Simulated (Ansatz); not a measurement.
Consider GaN in the rock salt structure (space group Fm-3m, No. 225; a = 4.2195 Å; a model cell).

Levels (all Ansatz, a first-principles code, PAW): PBEsol (420 eV, spin-orbit coupling left out); r2SCAN (500 eV, scalar-relativistic without spin-orbit coupling); HSE06 (420 eV, no SOC).

At the geometry relaxed with PBEsol, these levels gave the following band gaps, in shuffled order: (a) 0.54 eV, (b) 1.89 eV, (c) 1.15 eV.

Task: Match each gap to its level.

Result: (a) PBEsol; (b) HSE06; (c) r2SCAN.

Single points use the geometry relaxed with PBEsol. HSE06 gaps are upper bounds (no full band path). Whether these cells are dynamically stable was not tested. The base started in Pnma and relaxed to Fm-3m at this level. This is not the structure that GaN has at room temperature and ambient pressure.
